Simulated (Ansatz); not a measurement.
## BaS in the rock salt structure (space group Fm-3m, No. 225)

```cif
data_Ba4S4
_chemical_formula_sum 'S4 Ba4'
_space_group_name_H-M_alt 'Fm-3m'
_space_group_IT_number 225
_space_group_name_Hall '-F 4 2 3'
_cell_length_a 6.42823
_cell_length_b 6.42823
_cell_length_c 6.42823
_cell_angle_alpha 90.000
_cell_angle_beta 90.000
_cell_angle_gamma 90.000
loop_
_atom_site_label
_atom_site_type_symbol
_atom_site_symmetry_multiplicity
_atom_site_Wyckoff_symbol
_atom_site_fract_x
_atom_site_fract_y
_atom_site_fract_z
_atom_site_occupancy
S1 S 4 a 0.00000 0.00000 0.00000 1
Ba1 Ba 4 b 0.50000 0.50000 0.50000 1
```
(The calculation used a cell of 2 atoms; values per cell refer to that cell.)

Calculations: plane-wave PAW DFT at the PBE level (Ansatz, a quantum-chemistry and plane-wave program, 420 eV), no spin-orbit coupling. Γ-centred 9×9×9 mesh, Fermi–Dirac width 0.05 eV.

Volume per atom: 33.20 Å³
Density: 4.24 g/cm³
Band gap: 2.23 eV, indirect, Γ → X
Electron mass: 1.3 mₑ along k, 0.34 mₑ across
Hole mass (degenerate bands, along [100]): 0.23, 2.7, 2.7 mₑ
Lowest conduction-band minima above the VBM: X along ⟨100⟩ 2.23 eV; Γ 3.59 eV
Total energy: -3427.932 eV/atom (σ→0; compares only within this code and set-up)

Effective masses come from finite differences of ±0.01 Å⁻¹. Along k means along the line from Γ to the band edge. Whether these cells are dynamically stable was not tested.
